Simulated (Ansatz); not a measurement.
Reference: TcB2 (P6_3/mmc), PBEsol, DFPT electron-phonon coupling, linearised Boltzmann equation (plane waves, PAW, scalar-relativistic; Ansatz, an electronic-structure program); geometry: relaxed with this functional, without spin-orbit coupling.

```
CELL_PARAMETERS angstrom
      2.87695     0.00000     0.00000
     -1.43848     2.49152     0.00000
      0.00000     0.00000     7.41004
ATOMIC_POSITIONS crystal
  Tc 0.33333 0.66667 0.25000
  Tc 0.66667 0.33333 0.75000
  B  0.33333 0.66667 0.95152
  B  0.66667 0.33333 0.04848
  B  0.66667 0.33333 0.45152
  B  0.33333 0.66667 0.54848
```

| Quantity | Result |
|---|---|
| resistivity at 300 K | 8.9 μΩ·cm |
| mean free path at 300 K | 19.3 nm |
| electron-phonon coupling λ | 0.199 |
| logarithmic mean phonon energy | 40 meV |

Question: Swap Tc for Re, keeping the structure type. How do these values move?

Answer: ReB₂ (P6_3/mmc): volume per atom 8.9 to 9.0 Å³; resistivity at 300 K stays about the same (8.9 μΩ·cm to 9.1 μΩ·cm); mean free path at 300 K stays about the same (19.3 nm to 18.1 nm); electron-phonon coupling λ rises (0.199 to 0.22); logarithmic mean phonon energy falls (40 meV to 35 meV).

Moves up to 7 % count as about the same. Metals; harmonic phonons alone scatter; means over directions. The mean free path is weighted by the current that each state carries. Halving the electron mesh moves these values by up to 5 %; q meshes are mostly untested. Spin-orbit coupling is left out.

Formula and space group known from diffraction (Crystallography Open Database), not checked to be the room-temperature form: ReB2 (P6_3/mmc). Computed structure with no diffraction record at hand here (it may be known, metastable or hypothetical): TcB2 (P6_3/mmc). The missing spin-orbit coupling matters most for ReB2 (P6_3/mmc).
